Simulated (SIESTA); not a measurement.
Band structure of Hf4AlSi (I422, 6 atoms in the cell).

```yaml
crystal:
  lattice:
    - [-3.32953, 3.32953, 2.60735]
    - [3.32953, -3.32953, 2.60735]
    - [3.32953, 3.32953, -2.60735]
  atoms:
    - { symbol: Hf, position: [0.40414, 0.90414, 0.80828] }
    - { symbol: Hf, position: [0.90414, 0.09586, 0.50000] }
    - { symbol: Hf, position: [0.09586, 0.59586, 0.19172] }
    - { symbol: Hf, position: [0.59586, 0.40414, 0.50000] }
    - { symbol: Al, position: [0.50000, 0.50000, 0.00000] }
    - { symbol: Si, position: [0.00000, 0.00000, 0.00000] }
```

Method of the run: SIESTA with GGA PBEsol, numerical atomic orbitals DZP, PseudoDojo PBEsol standard norm-conserving potentials (rewritten from UPF to PSML).

Settings: XC.functional = GGA; XC.authors = PBEsol; potentials = PseudoDojo PBEsol standard; PAO.BasisSize = DZP; PAO.EnergyShift = 0.01 Ry; MeshCutoff = 300 Ry; kgrid.MonkhorstPack = 6 6 6; OccupationFunction = MP; OccupationMPOrder = 0; ElectronicTemperature = 100 meV; MaxSCFIterations = 150; SCF.Mixer.Method = Broyden; SCF.Mixer.Weight = 0.25; SCF.Mixer.History = 6.

The starting cell comes from a database of computed structures (which also holds hypothetical and non-ambient phases and stackings), without a prior relaxation at this level. Spin-orbit coupling is off. Values carry the incompleteness of an atom-centred basis.

Levels in eV from the Fermi level, bands 24 to 29:
```csv
point,24,25,26,27,28,29
Γ,-1.07,-0.84,-0.74,-0.63,-0.63,1.94
X,-1.43,-1.22,-0.73,-0.09,-0.09,1.50
M,-1.25,-0.51,-0.35,0.07,0.47,0.74
Z,-1.10,-0.60,-0.21,0.05,0.88,0.92
P,-0.77,-0.53,-0.40,-0.40,-0.37,0.54
N,-0.57,-0.46,-0.39,-0.12,0.09,0.44
Z1,-1.10,-0.60,-0.21,0.05,0.88,0.92
```

Bands cross the Fermi level along this path, so the cell is metallic at this level.

Higher empty bands are left out: an atom-centred basis made for the valence describes them poorly.
